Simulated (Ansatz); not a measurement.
Data:

```xyz
1
Lattice="-1.6255 1.6255 1.6458 1.6255 -1.6255 1.6458 1.6255 1.6255 -1.6458" Properties=species:S:1:pos:R:3 pbc="T T T"
Nb     0.0000     0.0000     0.0000
```

Calculation: PBEsol, rigid bands (plane waves, PAW, scalar-relativistic; Ansatz, a first-principles code). Condition of this run: biaxial stress xx = yy = 2 GPa (compression positive) (the target of the relaxation). Cell: cell and atoms relaxed with PBEsol, then loaded as said.

Problem. For narrow interconnects the product ρ₀λ of bulk resistivity and mean free path ranks metals, the lower the better. What is it here?

Solution. 3.8 ×10⁻¹⁶ Ω·m².

Problem. And the Drude plasma energy and the root-mean-square Fermi velocity at 300 K?

Solution. 9.5 eV; 6.5e5 m/s.

A metal at this level (no band gap); rigid bands, thermally averaged at 300 K, both spins. Spin-orbit coupling is left out. τ is one relaxation time for all states; the product of resistivity and mean free path takes one path for all states instead.
